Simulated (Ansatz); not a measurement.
**Ansatz (a quantum-chemistry and plane-wave program) run on TiGa3 (I4mm, 4 atoms in the cell): self-consistent single point**

Method: LDA (PW92), default PAW files made with PBE (plane waves; Ansatz).

Input:

Ansatz 0.2 input:
```yaml
crystal:
  lattice:
    - [-1.874789, 1.874789, 4.355330]
    - [1.874789, -1.874789, 4.355330]
    - [1.874789, 1.874789, -4.355330]
  atoms:
    - { symbol: Ti, position: [0.005740, 0.005740, 0.000000] }
    - { symbol: Ga, position: [0.750000, 0.250000, 0.500000] }
    - { symbol: Ga, position: [0.250000, 0.750000, 0.500000] }
    - { symbol: Ga, position: [0.500000, 0.500000, 0.000000] }
basis:
  ecutwfc: 420.0
kpoints:
  mp_grid:
    grid: [7, 7, 7]
hamiltonian:
  xc: lda
  pseudopotentials:
    kind: paw
scf:
  occupations:
    method: gaussian
    width: 0.1
output:
  forces: true
  eigenvalues: true
  stress: true
```

Output, abridged:

```
WARN ansatz: RAYON_NUM_THREADS=1 ignored (pool sized by the plan → 1); use --threads N
Pseudopotentials: kind: paw
Pseudopotential: Ti, paw, valence charge 12
Pseudopotential: Ga, paw, valence charge 13
Crystal: 4 atoms, lattice volume = 61.233 Å³
Basis set: ecut = 420 eV, 1203 PW (Γ)
Bands: 31, of which v1, the nominal top of the filled ones, is band 26 counted from 1 (25 counted from 0)
Symmetry: 8 space group operations
Space group: I4mm (ITA 107), of the structure as read, at distance tolerance 3.9e-5 Å
k-points: 40 of 343 (time reversal used)
PAW frozen core: Ti, regenerated for the run's functional, and the local potential with it
PAW frozen core: Ga, regenerated for the run's functional, and the local potential with it
Initial density: superposition of atomic densities (neutral atoms: chi_scale 0, normalization atom), corrected by the library's trained network
Initial wavefunctions: pseudopotential atomic-orbital guess
Eigensolver: davidson
Functional: x = slater, c = lda
SCF iter   1: F=—  HF=-13573.005433 eV  |F-HF|=—  |Δ(HF+E_count)|=         —  Δρ=8.40e-3  dr2=3.42e-2  ethr=1.77e-3  ⟨swp⟩=5.5  Hψ=5078  notcnv=0
all-band conjugate gradients solve this SCF's bands
preconditioner: auto → Kerker (q_TF=auto, 2.646 Å⁻¹)
SCF iter   2: F=—  HF=-13573.000262 eV  |F-HF|=—  |Δ(HF+E_count)|=   5.17e-3  Δρ=3.85e-3  dr2=8.84e-3  ethr=6.71e-5  ⟨swp⟩=3.0  Hψ=2404  notcnv=0  defer=4
SCF iter   3: F=—  HF=-13572.999120 eV  |F-HF|=—  |Δ(HF+E_count)|=   1.14e-3  Δρ=1.35e-3  dr2=5.02e-4  ethr=1.73e-5  ⟨swp⟩=3.0  Hψ=2046  notcnv=0  defer=4
SCF iter   4: F=—  HF=-13572.998829 eV  |F-HF|=—  |Δ(HF+E_count)|=   2.91e-4  Δρ=4.41e-4  dr2=1.32e-4  ethr=9.84e-7  ⟨swp⟩=2.0  Hψ=2008  notcnv=0  defer=4
SCF iter   5: F=—  HF=-13572.998797 eV  |F-HF|=—  |Δ(HF+E_count)|=   3.22e-5  Δρ=9.07e-5  dr2=8.26e-6  ethr=2.59e-7  ⟨swp⟩=2.8  Hψ=2122  notcnv=0  defer=4
SCF iter   6: F=—  HF=-13572.998797 eV  |F-HF|=—  |Δ(HF+E_count)|=   1.63e-7  Δρ=1.67e-5  dr2=2.49e-7  ethr=1.62e-8  ⟨swp⟩=2.9  Hψ=2113  notcnv=0  defer=5
SCF iter   7: F=-13572.998797 eV  HF=-13572.998797 eV  |F-HF|=1.31e-8  |Δ(HF+E_count)|=   5.36e-8  Δρ=4.49e-6  dr2=1.83e-8  ethr=1.96e-10  ⟨swp⟩=7.3  Hψ=4821  notcnv=0
SCF 1 converged in 7 iterations: F = -13572.998797 eV  dr2 = 1.83e-8
SCF converged after 7 iterations
Free energy (F): -13572.998797 eV
Harris-Foulkes:  -13572.998797 eV  (|F-HF|=1.31e-8)
Internal energy: -13572.993345 eV  (E = F + TS)
E sigma→0 (E₀):  -13572.996071 eV
Entropy (-TS):   -0.005452 eV (-1.363 meV/atom)
Fermi energy:    12.876626 eV
--- Per-component energies (eV) ---
  E_band       = -147.961334
  E_kinetic    = 625.223582
  E_local      = -5661.187672  (includes V_loc(G=0)·N_el)
  E_nonlocal   = 1287.789595
  E_hartree    = 2653.466181
  E_xc         = -307.438804
  E_vxc        = -302.876259  (∫ρ·V_xc dr)
  E_paw        = -6731.974361  (= ΣΔE_a)
  E_vpaw       = -1403.843934  (= ΣTr[D̂ρ^β])
  E_aug_tail   = -0.000309  (compensation charges beyond the density's cutoff)
  E_ewald      = -5444.382947
  E_core_change = 5.511390  (= ΣΔE_core)
  E_smearing   = -0.005452  (= −TS)
  E_closure    = -0.000000  (closes the sum)
  Σ components = -13572.998797   (vs F -13572.998797, Δ=0.00e0)
--- Forces (eV/Å), atoms counted from 1 ---
  atom   1  Ti    -0.00000000     0.00000000    -0.26467111
  atom   2  Ga     0.00000000     0.00000000     0.16310400
  atom   3  Ga    -0.00000000     0.00000000     0.16310400
  atom   4  Ga    -0.00000000     0.00000000    -0.06153167
  max |Σ_I F_I| component: 5.22e-6 eV/Å
--- Stress (GPa, compression-positive) ---
       -4.651041       0.000000      -0.000000
        0.000000      -4.651041       0.000000
       -0.000000      -0.000000      -3.639091
  P = ⅓ Tr σ = -4.3137 GPa (-43.137 kbar)
  The stress holds the Pulay correction. Without it, at fixed plane waves, as pw.x and ABINIT print it: P = -4.3571 GPa
--- Band table (eV; the first three rows and the last of 40) ---
  k-point 0: bands = ["-43.2902", "-19.9116", "-19.9116", "-19.8378", "-2.3252", "-2.1911", "-2.1427", "-2.0052", "-2.0052", "-1.9408", "-1.9408", "-1.8708", "-1.8692", "-1.8686", "-1.7542", "-1.7185", "-1.7185", "-1.7070", "-1.5425", "1.3782", [...]
  k-point 1: bands = ["-43.2895", "-19.9192", "-19.9173", "-19.8368", "-2.2726", "-2.1393", "-2.0954", "-2.0296", "-1.9696", "-1.9473", "-1.9469", "-1.8571", "-1.8526", "-1.8460", "-1.7860", "-1.7611", "-1.7388", "-1.7279", "-1.6068", "1.8298", [...]
  k-point 2: bands = ["-43.2880", "-19.9334", "-19.9301", "-19.8345", "-2.2004", "-2.0970", "-2.0314", "-1.9781", "-1.9681", "-1.9477", "-1.9372", "-1.9006", "-1.8466", "-1.8280", "-1.8263", "-1.8204", "-1.7693", "-1.7673", "-1.6357", "3.1596", [...]
  k-point 39: bands = ["-43.2898", "-19.9187", "-19.9114", "-19.8403", "-2.2828", "-2.2265", "-2.1399", "-2.1383", "-2.0578", "-1.9804", "-1.8813", "-1.8621", "-1.7983", "-1.7961", "-1.7463", "-1.7106", "-1.7078", "-1.6584", "-1.5882", "3.0998", [...]
```

The run converged in 7 iterations.

The starting cell comes from a database of computed structures (which also holds hypothetical and non-ambient phases and stackings), without a prior relaxation at this level. Its lattice was rescaled by up to half a per cent. One atom was moved a little off its site on purpose. Spin polarisation is off. With a pressure of about -4 GPa the cell is away from its equilibrium volume at this level. Ansatz's pressure includes its estimate of the finite-basis (Pulay) stress.
